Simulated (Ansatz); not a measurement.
Worked example: relaxation of the atoms of CoSi (P2_13, 8 atoms in the cell) in Ansatz (a program for electronic structure).

Level of theory: PBE (plane waves, PAW; Ansatz).

```yaml
crystal:
  lattice:
    - [4.33666, 0.00000, 0.00000]
    - [0.00000, 4.33666, 0.00000]
    - [0.00000, 0.00000, 4.33666]
  atoms:
    - { symbol: Co, position: [0.85410, 0.64590, 0.35410] }
    - { symbol: Co, position: [0.64590, 0.35410, 0.85410] }
    - { symbol: Co, position: [0.35410, 0.85410, 0.64590] }
    - { symbol: Co, position: [0.14590, 0.14590, 0.14590] }
    - { symbol: Si, position: [0.15654, 0.34346, 0.65654] }
    - { symbol: Si, position: [0.34346, 0.65654, 0.15654] }
    - { symbol: Si, position: [0.65654, 0.15654, 0.34346] }
    - { symbol: Si, position: [0.84346, 0.84346, 0.84346] }
```

Reference input (self-consistent single point, DFT, PBE, plane waves, default PAW files): kpoints.mp_grid.grid = 10 10 10; kpoints.mp_grid.shift = 0.5 0.5 0.5; hamiltonian.xc = pbe; hamiltonian.pseudopotentials = {kind: paw} (the program's default PAW files); scf.occupations.method = fermi_dirac; scf.occupations.width = 0.1 eV. This run's input differs from it in these lines:

```diff
@@ -21,2 +21,3 @@
   occupations: { method: fermi_dirac, width: 0.1 }
+relax: {}
 output:
```

Log, with long lists cut:

```
   [... SCF lines of the steps left out ...]
relax step   1: F+E_penalty+E_count = -23052.45415545 eV  Δ(F+E_penalty+E_count) = +0.000e0 eV  max|allowed force component| = 4.497e-2 eV/Å  Δτ_max = 0.0000 Å  (6 SCF iters, dr2 threshold 2.50e-6 eV, accepted)
relax step   2: F+E_penalty+E_count = -23052.45483431 eV  Δ(F+E_penalty+E_count) = -6.789e-4 eV  max|allowed force component| = 3.457e-2 eV/Å  Δτ_max = 0.0017 Å  (6 SCF iters, dr2 threshold 1.26e-7 eV, accepted)
relax step   3: F+E_penalty+E_count = -23052.45571386 eV  Δ(F+E_penalty+E_count) = -8.796e-4 eV  max|allowed force component| = 2.417e-3 eV/Å  Δτ_max = 0.0059 Å  (6 SCF iters, accepted)
the relaxation is at rest under the 12 symmetry operations that the run kept from its start: a minimum is not shown …
Free energy (F): -23052.455714 eV
Internal energy: -23052.390420 eV  (E = F + TS)
E sigma→0 (E₀):  -23052.423067 eV
Entropy (-TS):   -0.065294 eV (-8.162 meV/atom)
Fermi energy:    18.095835 eV
--- Forces (eV/Å), atoms counted from 1 ---
  atom   1  Co     0.00184081    -0.00184081     0.00184081
  atom   2  Co    -0.00184081     0.00184081     0.00184081
  atom   3  Co     0.00184081     0.00184081    -0.00184081
  atom   4  Co    -0.00184081    -0.00184081    -0.00184081
  atom   5  Si    -0.00241750     0.00241750    -0.00241750
   [... lines left out ...]
    - { symbol: Si, position: [0.15608755343009614, 0.34391244656990383, 0.6560875534300962] }
    - { symbol: Si, position: [0.34391244656990383, 0.6560875534300962, 0.15608755343009614] }
    - { symbol: Si, position: [0.6560875534300962, 0.15608755343009614, 0.34391244656990383] }
    - { symbol: Si, position: [0.8439124465699039, 0.8439124465699039, 0.8439124465699039] }
```

The run converged.  The full log also holds: “iter 5 did not close the SCF: its close was put off for the readings that it lacked (scf_convergence_deferred on its scf_iter line)”. The full log also holds: “iter 4 did not close the SCF: its close was put off for the readings that it lacked (scf_convergence_deferred on its scf_iter line)”.

Summary of the result:
```
Property                                                 Result
-----------------------------------------------  --------------
Free energy E − TS (on the zero of these files)  -23052.4557 eV
Fermi level (on the code's own zero)                   18.10 eV
Pressure                                              16.55 GPa
Largest force (vector length)                        0.004 eV/Å
Relaxation steps                                              3
```

The starting cell comes from a database of computed structures (which also holds hypothetical and non-ambient phases and stackings), without a prior relaxation at this level. Its lattice was rescaled by a random factor within 2.5 % of one. Spin polarisation is off. The relaxation keeps the symmetry of its start, so its end need not be a minimum. Ansatz's pressure includes its estimate of the finite-basis (Pulay) stress.

Cost on one core of a shared machine: roughly 70 s.

Keys are those of Ansatz 0.2.
